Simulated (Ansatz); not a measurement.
Checking a run of Ansatz (an electronic-structure program) on ScB₁₂ (Fm-3m, 13 atoms in the cell). The aim is a self-consistent single point with DFT, r2SCAN, plane waves, default PAW files made with PBE.

Cell that was meant: a = 5.2340 Å, b = 5.2340 Å, c = 5.2340 Å, α = 60.00°, β = 60.00°, γ = 60.00°.

Part of the input:

Ansatz 0.2 input:
```yaml
    - { symbol: B, position_ang: [4.948237, 4.948237, 3.701000] }
    - { symbol: B, position_ang: [2.453763, 2.453763, 3.701000] }
    - { symbol: B, position_ang: [2.453763, 4.948237, 3.701000] }
basis:
  ecutwfc: 30
kpoints:
  mp_grid: { grid: [4, 4, 4] }
hamiltonian:
```

The program printed (abridged):

```
   [... lines left out ...]
PAW frozen core: B, regenerated for the run's functional
Initial density: superposition of atomic densities (neutral atoms: chi_scale 0, normalization atom), corrected by the library's trained network
Initial wavefunctions: pseudopotential atomic-orbital guess
Eigensolver: davidson
Functional: x = r2scan, c = r2scan; τ floored in thin density (d = 2e-4 eV/Å³)
SCF iter   1: F=—  HF=-3703.433889 eV  |F-HF|=—  |Δ(HF+E_count)|=         —  Δρ=4.51e-1  dr2=2.19e2  dr2_τ=1.18e1  ethr=1.77e-3  ⟨swp⟩=1.0  Hψ=297  notcnv=0
all-band conjugate gradients solve this SCF's bands
preconditioner: auto → LDOS
SCF iter   2: F=—  HF=-3546.071115 eV  |F-HF|=—  |Δ(HF+E_count)|=    1.57e2  S|Δr|=    0.00e0  Δρ=8.70e-2  dr2=2.29e1  dr2_τ=2.17e-3  ethr=1.77e-3  ⟨swp⟩=2.0  Hψ=439  notcnv=0
   [... lines left out ...]
SCF iter   8: F=-3530.377536 eV  HF=-3530.377536 eV  |F-HF|=4.47e-10  |Δ(HF+E_count)|=   8.56e-8  S|Δr|=    0.00e0  Δρ=7.08e-7  dr2=8.17e-10  dr2_τ=9.13e-12  ethr=2.13e-10  ⟨swp⟩=4.8  Hψ=662  notcnv=0
the last iteration of the SCF fills more bands at one k-point than at another …
SCF 1 converged in 8 iterations: F = -3530.377536 eV  dr2 = 8.17e-10
Stability not checked (fill_not_monotonic)
Free energy (F): -3530.377536 eV
Internal energy: -3530.383192 eV  (E = F + TS)
E sigma→0 (E₀):  -3530.379422 eV
Entropy (-TS):   0.005655 eV (0.435 meV/atom)
Fermi energy:    15.614775 eV
--- Forces (eV/Å), atoms counted from 1 ---
  atom   1  Sc    -0.00000000     0.00000000    -0.00000000
  atom   2  B     -0.00000000     5.04180588     5.04180588
  atom   3  B     -5.04180588    -0.00000000     5.04180588
   [... lines left out ...]
--- Stress (GPa, compression-positive) ---
     -281.872606      -0.000000      -0.000000
        0.000000    -281.872606      -0.000000
       -0.000000       0.000000    -281.872606
  P = ⅓ Tr σ = -281.8726 GPa (-2818.726 kbar)
  The stress holds no Pulay correction (an occupied level lies too near the plane-wave cutoff): it is that at fixed plane waves, as pw.x and ABINIT print it
```

**Question.** Is this run sound? If not, what is wrong?

**Answer.** The run is not sound. The fault is this: a cutoff meant in Ry typed as a bare number, read as eV. A bare number is read in the key's own unit, and eV, Ry (13.6 eV) and Ha (27.2 eV) lie far apart, so the setting ends up far from the one that was meant. To fix it, convert the value to the unit that the key expects. The run converged in 8 iterations without an error; against the sound input the free energy goes up by 37.8 eV/atom, the pressure goes from 0.16 to -281.9 GPa and the largest force goes from 0.339 to 7.130 eV/Å.

An input that runs soundly differs in these lines (not the only fix; some lines may just follow from the change or write a value another way):
```diff
-basis:
-  ecutwfc: 30
```

With that input, the run converged in 8 iterations: free energy E − TS (on the zero of these files) -4022.0220 eV; Fermi level (on the code's own zero) 10.53 eV; pressure 0.16 GPa; largest force (vector length) 0.339 eV/Å (DFT, r2SCAN, plane waves, default PAW files made with PBE).

On the sound input: the starting cell comes from a database of published, mostly measured structures (it also holds non-ambient and calculated ones), without a prior relaxation at this level. Ansatz's pressure includes its estimate of the finite-basis (Pulay) stress.
